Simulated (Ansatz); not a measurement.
Consider GaAs in the zinc blende structure (space group F-43m, No. 216).

```
CELL_PARAMETERS angstrom
      0.00000     2.83278     2.83278
      2.83278     0.00000     2.83278
      2.83278     2.83278     0.00000
ATOMIC_POSITIONS crystal
  As 0.75000 0.75000 0.75000
  Ga 0.00000 0.00000 0.00000
```

Levels (all Ansatz, a first-principles code, PAW, earlier PAW set): r2SCAN (500 eV, no spin-orbit coupling); HSE06+SOC (420 eV, spin-orbit coupling included).

The geometry is relaxed with r2SCAN.

| Item | Value |
|---|---|
| r2SCAN band gap | 0.97 eV |
| r2SCAN valence-band top at Γ | 0.00, 0.00, 0.00 eV |

With HSE06+SOC at the same geometry, the band gap increases by 0.28 eV, from 0.97 eV to 1.25 eV; the valence-band top at Γ (three highest Kramers pairs, from the VBM) goes from 0.00, 0.00, 0.00 eV to 0.00, 0.00, -0.36 eV. The threefold valence maximum splits by Δso ≈ 0.36 eV.

Single points use the geometry relaxed with r2SCAN. Differences between runs with and without spin-orbit coupling are approximate. No phonon test of stability was made.
